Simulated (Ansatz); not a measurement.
Start from TiC in the rock salt structure (space group Fm-3m, No. 225; a = 4.329 Å; relaxed with 0.1 eV smearing). Axes: x, y, z lie along the cube axes.

Calculations: r2SCAN/PAW in Ansatz (an electronic-structure program), no spin-orbit coupling, earlier PAW set.

Modification: uniaxial stress, 2 GPa compression along x, with the cell and atoms free to relax against it.

**Question.** How does this affect the energy relative to the base?

**Answer.** The energy is nearly the same.

**Question.** What happens to the mean lateral Poisson ratio?

**Answer.** The mean lateral Poisson ratio amounts to 0.20.

Load acts through the strain it causes; cell and atoms are relaxed under it. Stability under load was not tested beyond the relaxation. The final runs are not spin-polarised.
